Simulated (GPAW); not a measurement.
Band structure of PbF₄ (I4/mmm, 5 atoms in the cell).

```
PbF4
1.0
   -2.17509     2.17509     3.98494
    2.17509    -2.17509     3.98494
    2.17509     2.17509    -3.98494
Pb F
1 4
Cartesian
  0.00000   0.00000   0.00000
  0.00000   0.00000   5.96266
  0.00000   0.00000   2.00721
  0.00000   2.17509   0.00000
  2.17509   0.00000   0.00000
```

Method of the run: PBEsol, GPAW PAW datasets PBEsol (made by gpaw-setup) (plane waves; GPAW).

Settings: mode = pw; ecut = 950 eV; xc = PBEsol; kpts = 6 6 6; mesh shift (steps) = 0 0 0; occupations.name = fermi-dirac; occupations.width = 0 eV; nbands = -6; convergence.density = 1e-05 e/electron; convergence.bands = -4; symmetry.symmorphic = false; symmetry.tolerance = 0.0005; maxiter = 120; bandpath_npoints = 40.

The starting cell comes from a database of computed structures (which also holds hypothetical and non-ambient phases and stackings), without a prior relaxation at this level. Its lattice was rescaled by a random factor within 2.5 % of one. Spin-orbit coupling is off.

Predict the gap along the standard path and the places of the band edges.

The gap along the path is 1.78 eV, from X to Γ; the smallest direct gap on it is 1.94 eV.

Levels in eV from the top of the valence band on the SCF mesh, bands 18 to 25:
```csv
point,18,19,20,21,22,23,24,25
Γ,-0.81,-0.67,-0.16,-0.16,1.78,11.05,11.60,11.60
X,-0.35,-0.23,-0.15,0.00,5.01,8.21,8.62,10.38
Y,-0.57,-0.31,-0.18,-0.02,4.20,9.06,9.26,10.29
S,-0.66,-0.45,-0.30,-0.06,3.38,9.34,10.25,11.42
Z,-0.55,-0.55,-0.09,-0.09,2.50,9.75,11.89,11.89
S1,-0.66,-0.45,-0.30,-0.06,3.38,9.34,10.25,11.42
N,-0.57,-0.43,-0.28,-0.26,3.71,8.62,10.98,11.25
P,-0.50,-0.50,-0.09,-0.09,5.01,8.42,8.42,10.33
Y1,-0.57,-0.31,-0.18,-0.02,4.20,9.06,9.26,10.29
```
